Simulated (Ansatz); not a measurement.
The starting structures come from a database of crystals and need not be the phases stable at ambient conditions.

 Where the default PAW files enter, the runs use the earlier of Ansatz's two default sets.

By PBEsol, the system below comes out a metal.

A figure of merit of an interconnect metal is its ballistic conductance per area.

Consider the following.

```xyz
12
Lattice="4.7563 0.0000 0.0000 0.0000 5.2373 0.0000 0.0000 0.0000 6.1110" Properties=species:S:1:pos:R:3 pbc="T T T"
W      3.5920     0.4252     0.7552
W      1.1643     4.8120     5.3558
W      3.5425     3.0438     2.3003
W      1.2138     2.1934     3.8107
W      1.2138     4.8120     2.3003
W      3.5425     0.4252     3.8107
W      1.1643     2.1934     0.7552
W      3.5920     3.0438     5.3558
C      2.3782     3.9279     0.7440
C      2.3782     1.3093     5.3670
C      0.0000     1.3093     2.3115
C      0.0000     3.9279     3.7995
```

Space group of this cell: Pbcn. The cell is taken as given; by PBEsol its mean pressure is -10.3 GPa.

The current flows along the normal of the first two printed cell vectors. No spin-orbit coupling; the value is a mean over 0.1 eV about the Fermi level.

Q: Give the ballistic conductance per area that PBEsol (Ansatz, a first-principles code) yields.

A: 0.56 × 10¹⁵ S/m² for both spins.
